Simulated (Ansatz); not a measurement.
The reference is TaN in the rock salt structure (space group Fm-3m, No. 225; a = 4.417 Å).

One thing is altered: an isotropic linear strain of +0.31 %, atoms relaxed at fixed cell.

Levels (all Ansatz, an electronic-structure program, PAW): PBE (420 eV, spin-orbit coupling left out); r2SCAN (500 eV, no spin-orbit coupling).

The geometry is relaxed with PBE.

```
Property         Value
------------  --------
PBE pressure  -3.0 GPa
```

### Question
What does r2SCAN give at this geometry for the pressure?

### Answer
The pressure drops by 4.8 GPa to -7.8 GPa.

Single points use the geometry relaxed with PBE. Their cutoffs differ, which shifts pressures a little. Whether these cells are dynamically stable was not tested. The final runs are not spin-polarised. This is not the structure that TaN has at room temperature and ambient pressure.
